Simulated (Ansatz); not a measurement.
SiO2: Si → P

Take SiO₂ in the rutile structure (space group P4_2/mnm, No. 136; a = 4.1946 Å, c = 2.6784 Å) as the base.

Now apply this change: full substitution Si → P; the structure is relaxed again.

The values are results of Ansatz (a program for electronic structure) PBEsol, no spin-orbit coupling, not measurements. Γ-centred 11×11×16 mesh, Fermi–Dirac width 0.05 eV, for the changed cell.

The volume per atom goes up by 1.37 Å³ (7.85 Å³ → 9.22 Å³) and the density drops by 0.45 g/cm³ (4.23 g/cm³ → 3.78 g/cm³). The lattice parameter a increases by 0.2418 Å, from 4.195 Å to 4.436 Å and the c/a ratio decreases by 0.005, from 0.639 to 0.634. The space group stays P4_2/mnm (No. 136) and the shortest interatomic distance goes up by 0.1127 Å (1.766 Å → 1.878 Å). The band gap goes from 5.35 eV to zero.

No phonon test of stability was made. As relaxed here, PO2 is a hypothetical phase, not in the database extracts checked. All final runs are without spin polarisation.
